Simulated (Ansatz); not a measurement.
The starting structures come from a database of crystals and need not be the phases stable at ambient conditions.

The decay constant κ of evanescent states in the gap governs leakage through a thin film.

Given:

```
CELL_PARAMETERS angstrom
      5.79524     0.00000     0.00000
      0.00000     5.84429     0.00000
      0.00000     0.00000     8.21457
ATOMIC_POSITIONS crystal
  Sr 0.99305 0.46862 0.25000
  Sr 0.00695 0.53138 0.75000
  Sr 0.49305 0.03138 0.75000
  Sr 0.50695 0.96862 0.25000
  Zr 0.00000 0.00000 0.00000
  Zr 0.50000 0.50000 0.00000
  Zr 0.50000 0.50000 0.50000
  Zr 0.00000 0.00000 0.50000
  O  0.78565 0.71455 0.46083
  O  0.21435 0.28545 0.53917
  O  0.28565 0.78545 0.53917
  O  0.71435 0.21455 0.46083
  O  0.71435 0.21455 0.03917
  O  0.28565 0.78545 0.96083
  O  0.21435 0.28545 0.96083
  O  0.78565 0.71455 0.03917
  O  0.07419 0.01863 0.25000
  O  0.92581 0.98137 0.75000
  O  0.57419 0.48137 0.75000
  O  0.42581 0.51863 0.25000
```

Space group of this cell: Pnma. The cell is taken as given; by PBEsol its mean pressure is -2.7 GPa.

Transport runs along the normal of the first two printed cell vectors.

The gap is the functional's own, uncorrected, and κ follows it; spin-orbit coupling is left out. Mid-gap values are interpolated between the computed energies.

### Question
Predict the band gap and the smallest decay constant κ at mid-gap from Ansatz (a program for electronic structure) with PBEsol.

### Answer
Gap 3.70 eV on a 6×6×4 mesh; κ = 0.295 1/Å, at the zone centre.
